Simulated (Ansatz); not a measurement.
The reference is GaSb in the zinc blende structure (space group F-43m, No. 216; a = 6.134 Å).

Computed with r2SCAN (Ansatz, a first-principles code, PAW, no SOC), earlier PAW set.

Base values:

```
Property                        Value
----------------------------  -------
Gap between the host's bands  0.41 eV
```

Modification: electron doping at 5.0×10^21 cm⁻³ (0.288 per cell), with a uniform compensating background at fixed cell and a 300 K Fermi–Dirac width.

Question: What does the calculation give for the gap between the host's bands after the change?

Answer: The gap between the host's bands stays essentially unchanged (0.41 eV against 0.42 eV).

Question: What does the calculation give for the Fermi level from band edge after the change?

Answer: The Fermi level relative to the doped band's edge (positive inside the band; to 0.05 eV) is +1.05 eV.

Carriers are added with a uniform compensating background; total energy and stress of such cells depend on the potential's zero and are not compared; many-body gap narrowing is missing at this level. With Sb present, leaving out spin-orbit coupling can change the band edges. No phonon test of stability was made.
